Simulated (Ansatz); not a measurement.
An Ansatz (a first-principles code) run: CdSe with a change (biaxial strain −0.83 %, plane normal [111], relaxed out of plane); LDA in Ansatz (plane waves to 420 eV, PAW, no spin-orbit coupling).

Input:

Ansatz 0.2 input:
```yaml
crystal:
  lattice:
    - [4.2126663634, 0, 0]
    - [2.1063331817, 3.6482760884, 0]
    - [2.1063331817, -1.2160920295, 3.4828094557]
  atoms:
    - { symbol: Cd, position: [0, 0, 0] }
    - { symbol: Se, position: [0.5, 0.25, 0.75] }
basis: { ecutwfc: 420, ecutrho_ratio: 4, xc_grid: 2, fft_grid_basis: typed }
kpoints: { mp_grid: { grid: [10, 10, 10] } }
hamiltonian:
  xc: lda
  dispersion: none
  pseudopotentials: { kind: paw }
scf: { occupations: { method: fermi_dirac, width: 0.05 } }
relax: { f_tol: 0.005, max_steps: 50, cell: { stress_tol: 0.01, fix: [a, b, gamma] } }
output: { forces: true, stress: true }
checkpoint: { write: state.ck, write_every: 1000 }
```

Output (explanatory and most iteration lines left out):

```
Relaxation: its limit of steps is 50 (relax.max_steps)
Pseudopotential: Cd, paw, valence charge 20
Pseudopotential: Se, paw, valence charge 16
Crystal: 2 atoms, lattice volume = 53.527 Å³
Basis set: ecut = 420 eV, 1049 PW (Γ), exchange–correlation on 60×60×60 points (8 copies of the dense FFT grid, shifted against one another)
Bands: 22, of which v1, the nominal top of the filled ones, is band 18 counted from 1 (17 counted from 0)
Symmetry: 6 space group operations
Space group: R3m (ITA 160), of the structure as read, at distance tolerance 3.8e-5 Å
k-points: 116 of 1000 (time reversal used)
Functional: x = slater, c = lda
SCF iter   1: F=—  HF=-13502.240794 eV  |F-HF|=—  |Δ(HF+E_count)|=         —  Δρ=7.24e-3  dr2=2.12e-2  ethr=1.77e-3  ⟨swp⟩=5.9  Hψ=10972  notcnv=0
SCF iter   2: F=—  HF=-13502.234642 eV  |F-HF|=—  |Δ(HF+E_count)|=   6.15e-3  Δρ=2.51e-3  dr2=1.54e-3  ethr=5.88e-5  ⟨swp⟩=2.0  Hψ=4872  notcnv=0
SCF 1 converged in 6 iterations: F = -13502.234281 eV  dr2 = 1.21e-8
relax step   1: F+E_penalty+E_count = -13502.23428082 eV  Δ(F+E_penalty+E_count) = +0.000e0 eV  max|allowed force component| = 1.013e-1 eV/Å  Δτ_max = 0.0000 Å  P = +0.768 GPa  Ω = 53.527 Å³  fix = [a, b, gamma]  reactions: a +1.200, b +1.200 GPa  (6 SCF iters, dr2 threshold 1.00e-7 eV, accepted)
[... steps on the carried basis left out ...]
relax step   3: F+E_penalty+E_count = -13502.23544973 eV  Δ(F+E_penalty+E_count) = -2.560e-5 eV  max|allowed force component| = 2.374e-5 eV/Å  Δτ_max = 0.0021 Å  P = +0.516 GPa  Ω = 53.726 Å³  energy of the carried Pulay correction = -3.049e-5 eV  fix = [a, b, gamma]  reactions: a +0.777, b +0.777 GPa  (4 SCF iters, dr2 threshold 1.38e-8 eV, accepted)
Crystal: 2 atoms, lattice volume = 53.726 Å³
SCF iter   1: F=—  HF=-13502.235461 eV  |F-HF|=—  |Δ(HF+E_count)|=         —  Δρ=1.89e-4  dr2=4.02e-7  ethr=9.38e-8  ⟨swp⟩=3.0  Hψ=17368  notcnv=0
SCF iter   2: F=—  HF=-13502.235477 eV  |F-HF|=—  |Δ(HF+E_count)|=   1.63e-5  Δρ=9.45e-5  dr2=1.00e-7  ethr=1.12e-9  ⟨swp⟩=1.0  Hψ=2559  notcnv=0
SCF 4 converged in 6 iterations: F = -13502.235484 eV  dr2 = 9.24e-14
SCF converged after 6 iterations
Free energy (F): -13502.235484 eV
Internal energy: -13502.235437 eV  (E = F + TS)
E sigma→0 (E₀):  -13502.235461 eV
Entropy (-TS):   -0.000047 eV (-0.023 meV/atom)
Fermi energy:    8.102136 eV
--- Forces (eV/Å), atoms counted from 1 ---
  atom   1  Cd     0.00000000    -0.00000000     0.00003050
  atom   2  Se    -0.00000000     0.00000000    -0.00003031
--- Stress (GPa, compression-positive) ---
        0.776430       0.000000      -0.000000
        0.000000       0.776430       0.000000
       -0.000000       0.000000      -0.007171
  P = ⅓ Tr σ = 0.5152 GPa (5.152 kbar)
--- Relaxed structure (3 steps of the walk, 3 accepted, 1 SCFs on fresh bases) ---
  cell:  # Å, volume = 53.7259 Å³
    - [4.212666363415815, -2.750424505475322e-30, 5.747527873485537e-19]
    - [2.1063331817079076, 3.648276088386304, 1.7458476752432465e-11]
    - [2.1063331817079076, -1.21609202947883, 3.4957366498102553]
  atoms:
    - { symbol: Cd, position: [-0.0023607248095722853, 0.0011803624047861427, 0.003541087214358428] }
    - { symbol: Se, position: [0.5023607248095723, 0.24881963759521386, 0.7464589127856416] }
```

Whether these cells are dynamically stable was not tested. The cell was made from CdSe in the zinc blende structure (space group F-43m, No. 216) by this change: biaxial strain −0.83 %, plane normal [111], relaxed out of plane.
